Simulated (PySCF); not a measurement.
PySCF 2.14.0, PBE/def2-svp, df: Cl[Si](Cl)(Cl)/C=[CH]/[GeH3], 12 atoms. The geometry is a generated start, not checked to be a minimum at this level.

```json
{
  "task": "energy",
  "method": "pbe",
  "basis": "def2-svp",
  "two_electron_scheme": "density fitting",
  "mol.max_memory": "3000 MB",
  "mf.max_cycle": "100",
  "mf.conv_tol": "1e-09 (default)",
  "mf.grids.level": "3 (default)",
  "basis_functions": "157",
  "grid_points": "173736"
}
```

```xyz
12

Si    -2.3118     0.0181     0.0386
Cl    -3.1380    -1.4627    -1.0675
Cl    -3.2717     1.7527    -0.3633
Cl    -2.5236    -0.4269     1.9975
C     -0.4813     0.1927    -0.3834
C      0.5265    -0.1770     0.4039
Ge     2.4063    -0.0076    -0.0720
H     -0.2425     0.6185    -1.3530
H      0.3056    -0.6003     1.3763
H      3.1310     0.8301     0.9303
H      2.5377     0.6125    -1.4221
H      3.0617    -1.3500    -0.0853
```

With the defaults (mf.DIIS = CDIIS, mf.diis = true, mf.level_shift = 0, mf.damp = 0, mf.diis_start_cycle = 1, mf.init_guess = minao, mf.diis_space = 8, newton = off) it converges in 13 Fock builds. One run each on 2 threads, 1 BLAS thread, with these changes:
- mf.DIIS = EDIIS
- mf.level_shift = 0.1 Hartree
- mf.level_shift = 0.3 Hartree
- mf.diis = false
- mf.init_guess = sap
- mf.diis_space = 5
- mf.diis = false, mf.damp = 0.7, mf.diis_start_cycle = 999
- newton = Hessian by the SCF's own integrals
- mf.diis_space = 20

Question: Name the settings that don't reach the solution of the defaults.

Answer: No convergence: mf.DIIS = EDIIS; mf.diis = false (the run ends without SCF convergence in 100 cycles). The rest reach the solution of the defaults.

| setting | Fock builds | end |
|---|---|---|
| mf.level_shift = 0.1 Hartree | 12 | same solution |
| the defaults | 13 | same solution |
| mf.diis_space = 20 | 13 | same solution |
| mf.level_shift = 0.3 Hartree | 14 | same solution |
| mf.diis_space = 5 | 14 | same solution |
| mf.diis = false, mf.damp = 0.7, mf.diis_start_cycle = 999 | 24 | same solution |
| newton = Hessian by the SCF's own integrals | 26 | same solution |
| mf.init_guess = sap | 27 | same solution |
| mf.DIIS = EDIIS | 101 | no convergence |
| mf.diis = false | 101 | no convergence |

Under newton the count holds the products with the orbital Hessian.
